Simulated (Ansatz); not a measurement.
The reference is HgTe in the zinc blende structure (space group F-43m, No. 216; a = 6.510 Å).

Now apply this change: a hydrostatic pressure of 5 GPa.

Levels (all Ansatz, a program for electronic structure, PAW): PBEsol (420 eV, without spin-orbit coupling); PBEsol+SOC (420 eV, with spin-orbit coupling).

The geometry is relaxed with PBEsol.

```
Property           Value
---------------  -------
PBEsol pressure  5.0 GPa
```

What does PBEsol+SOC give at this geometry for the pressure?

The pressure shrinks by 0.5 GPa (5.0 GPa → 4.5 GPa).

Single points use the geometry relaxed with PBEsol. The spin-orbit shifts are approximate. Load acts through the strain it causes; cell and atoms are relaxed under it. No phonon test of stability was made. Tetrahedral semiconductors of this kind turn to denser phases somewhere between about 1 and 50 GPa; those were not computed, so compressed cells here can lie past the real transition. The runs without spin-orbit coupling are not spin-polarised.
